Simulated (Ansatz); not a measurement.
Results of r²SCAN in Ansatz (PAW) for IrPdN2 (model structure, started from the PtCoO2 type, R-3m, No. 166, 4 atoms in the cell).

Input:

Ansatz 0.2 input:
```yaml
crystal:
  lattice:
    - [1.5271625464, 0.8817077072, 6.0842699559]
    - [-1.5271625464, 0.8817077072, 6.0842699559]
    - [0.0, -1.7634154145, 6.0842699559]
  atoms:
    - { symbol: Ir, position: [0.5, 0.5, 0.5] }
    - { symbol: Pd, position: [0.0, 0.0, 0.0] }
    - { symbol: N, position: [0.8906124088, 0.8906124088, 0.8906124088] }
    - { symbol: N, position: [0.1093875912, 0.1093875912, 0.1093875912] }
basis:
  ecutwfc: 560
  ecutrho_ratio: 4
  xc_grid: 3
kpoints:
  mp_grid: { grid: [22, 22, 22] }
hamiltonian:
  xc: r2scan
  dispersion: none
  pseudopotentials: { kind: paw }
scf:
  occupations: { method: fermi_dirac, width: 0.05 }
output:
  forces: true
  stress: true
  eigenvalues: true
relax:
  f_tol: 0.004
  escape_saddle: false
  max_steps: 80
  cell: { stress_tol: 0.02, fix: [volume] }
```

The run printed, among other lines:

```
Relaxation: its limit of steps is 80 (relax.max_steps)
Crystal: 4 atoms, lattice volume = 49.155 Å³
Basis set: ecut = 560 eV, 1469 PW (Γ), FFT grids on a1−a3, a2−a3, a3, exchange–correlation on 72×72×150 points (27 copies of the dense FFT grid, shifted against one another)
Bands: 27, of which v1, the nominal top of the filled ones, is band 23 counted from 1 (22 counted from 0)
Symmetry: 12 space group operations
Space group: R-3m (ITA 166), of the structure as read, at distance tolerance 3.7e-5 Å
k-points: 1024 of 10648
Functional: x = r2scan, c = r2scan; τ floored in thin density (d = 2e-4 eV/Å³)
SCF iter   1: F=—  HF=-19701.552605 eV  |F-HF|=—  |Δ(HF+E_count)|=         —  Δρ=1.59e-2  dr2=1.61e-1  dr2_τ=2.55e-1
SCF iter   2: F=—  HF=-19701.643711 eV  |F-HF|=—  |Δ(HF+E_count)|=   9.11e-2  Δρ=7.72e-3  dr2=1.99e-2  dr2_τ=8.14e-3
  ...
SCF 1 converged in 9 iterations: F = -19701.643052 eV  dr2 = 6.78e-8
Crystal: 4 atoms, lattice volume = 49.155 Å³
Basis set: ecut = 560 eV, 1457 PW (Γ), FFT grids on a1−a3, a2−a3, a3, exchange–correlation on 72×72×150 points (27 copies of the dense FFT grid, shifted against one another)
Initial density: handed on by an earlier stage of this run
SCF 2 converged in 7 iterations: F = -19701.645225 eV  dr2 = 4.09e-8
Crystal: 4 atoms, lattice volume = 49.155 Å³
SCF 3 converged in 5 iterations: F = -19701.645354 eV  dr2 = 1.23e-7
Crystal: 4 atoms, lattice volume = 49.155 Å³
SCF 4 converged in 5 iterations: F = -19701.645358 eV  dr2 = 2.78e-9
Crystal: 4 atoms, lattice volume = 49.155 Å³
SCF 5 converged in 7 iterations: F = -19701.645332 eV  dr2 = 2.15e-12
Crystal: 4 atoms, lattice volume = 49.155 Å³
SCF 6 converged in 6 iterations: F = -19701.645332 eV  dr2 = 4.48e-10
Crystal: 4 atoms, lattice volume = 49.155 Å³
SCF iter   4: F=—  HF=-19701.645332 eV  |F-HF|=—  |Δ(HF+E_count)|=  7.28e-12  Δρ=1.74e-7  dr2=1.96e-11  dr2_τ=3.13e-12
SCF iter   5: F=-19701.645332 eV  HF=-19701.645332 eV  |F-HF|=3.64e-12  |Δ(HF+E_count)|=  1.46e-11  Δρ=6.71e-8  dr2=1.96e-12  dr2_τ=3.69e-13
SCF 7 converged in 5 iterations: F = -19701.645332 eV  dr2 = 1.96e-12
SCF converged after 5 iterations
Free energy (F): -19701.645332 eV
Internal energy: -19701.619561 eV  (E = F + TS)
E sigma→0 (E₀):  -19701.632446 eV
Fermi energy:    15.068873 eV
--- Forces (eV/Å), atoms counted from 1 ---
  atom   1  Ir     0.00000000     0.00000000     0.00000000
  atom   2  Pd     0.00000000     0.00000000    -0.00000000
  atom   3  N     -0.00000000    -0.00000000     0.00004690
  atom   4  N      0.00000000     0.00000000    -0.00004690
--- Stress (GPa, compression-positive) ---
       -4.108901       0.000000      -0.000000
        0.000000      -4.108901       0.000000
       -0.000000       0.000000      -4.109555
  P = ⅓ Tr σ = -4.1091 GPa (-41.091 kbar)
```

The cell is one volume of an energy–volume scan, off the minimum.

The PAW data were made under PBE.

Note: the run has no spin polarisation, so it can have missed a magnetic state. Note: the relaxation could raise the start's symmetry but not lower it, so the cell can be a saddle point.

A model structure was made by putting elements into a prototype or built by hand; it is no filed structure, need not be a known phase, and can be a saddle point held by its symmetry.

Ansatz is a quantum-chemistry and plane-wave program.
